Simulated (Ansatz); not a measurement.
## CaO, response to strain

Start from CaO in the rock salt structure (space group Fm-3m, No. 225).

```xyz
2
Lattice="0.0000 2.3974 2.3974 2.3974 0.0000 2.3974 2.3974 2.3974 0.0000" Properties=species:S:1:pos:R:3 pbc="T T T"
O      0.0000     0.0000     0.0000
Ca     2.3974     2.3974     2.3974
```

Cartesian axes are those of the cell as printed.

Strains are applied to the cell and any free atomic positions relax; under biaxial strain the out-of-plane vector relaxes too; under stress the whole cell relaxes.

Level of theory: r2SCAN (Ansatz, a first-principles code), spin-orbit coupling left out.

Notes on the quantities. pressure: mean of the normal stresses, compression positive.

| change | band gap | gap character | pressure | volume per atom | smallest direct gap |
|---|---|---|---|---|---|
| base | 4.20 eV | indirect, Γ → X | 0.00 GPa | 13.78 Å³ | 4.57 eV |
| biaxial strain +1.19 %, plane normal [110], relaxed out of plane | 4.15 eV | indirect, Γ → T | -1.93 GPa | 14.02 Å³ | 4.54 eV |
| isotropic strain −4.84 % | 4.10 eV | indirect, Γ → X | 24.04 GPa | 11.87 Å³ | 4.42 eV |
| isotropic strain −2.38 % | 4.17 eV | indirect, Γ → X | 9.89 GPa | 12.82 Å³ | 4.52 eV |
| isotropic strain −0.17 % | 4.20 eV | indirect, Γ → X | 0.61 GPa | 13.71 Å³ | 4.57 eV |
| isotropic strain +0.26 % | 4.20 eV | indirect, Γ → X | -0.89 GPa | 13.89 Å³ | 4.58 eV |
| isotropic strain +0.62 % | 4.20 eV | indirect, Γ → X | ? | 14.04 Å³ | 4.58 eV |
| uniaxial strain ε_xx = +0.95 % | 4.18 eV | indirect, Γ → X | -1.06 GPa | 13.91 Å³ | 4.57 eV |
| uniaxial strain ε_xx = +4.33 % | ? | indirect, Γ → X | -4.11 GPa | 14.38 Å³ | 4.55 eV |
| uniaxial stress, 5 GPa tension along x | 4.15 eV | indirect, Γ → X | – | 14.02 Å³ | 4.55 eV |

**Question.** Some entries are withheld; estimate them.

**Answer.** 
- isotropic strain +0.62 %, pressure: -2.08 GPa
- uniaxial strain ε_xx = +4.33 %, band gap: 4.14 eV

A biaxial case was relaxed in a doubled cell and then solved in the primitive one. Beyond what the load breaks, stability against distortions was not tested. Labels are those of the standard path for the cell's own space group.
